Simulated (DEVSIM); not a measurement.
Device: Ni/SiON/p-Ge capacitor, at 300 K.

Layer 1 from the left is SiON, thickness (nm) 2.90. Layer 2 from the left is Ge, thickness (nm) 1200, Na (cm⁻³) 2.6e17.

Metal gate on the left, work function 5.1 eV. Fixed charge at the semiconductor interface -1.9e10 cm⁻² (in units of +e); no interface traps.

This is a model device: material constants are rounded textbook-type values typed into the input, and sizes, dopings and lifetimes were drawn at random. Values at 300 K.

SiON: gap (eV) 7, affinity (eV) 1.4, permittivity 5.5. Ge: gap (eV) 0.664, affinity (eV) 4, permittivity 16, Nc (cm⁻³) 1.04e19, Nv (cm⁻³) 6e18.

DEVSIM, 1D Poisson equation in equilibrium, Boltzmann statistics, complete ionisation; no quantum confinement or tunnelling. Metal contacts follow the ideal Schottky-Mott rule: no Fermi-level pinning, no interface dipoles.

### Question
What does the simulation give for the threshold voltage (band bending 2φF), the flat-band voltage?

### Answer
threshold voltage (band bending 2φF) 1.15 V; flat-band voltage 0.52 V.
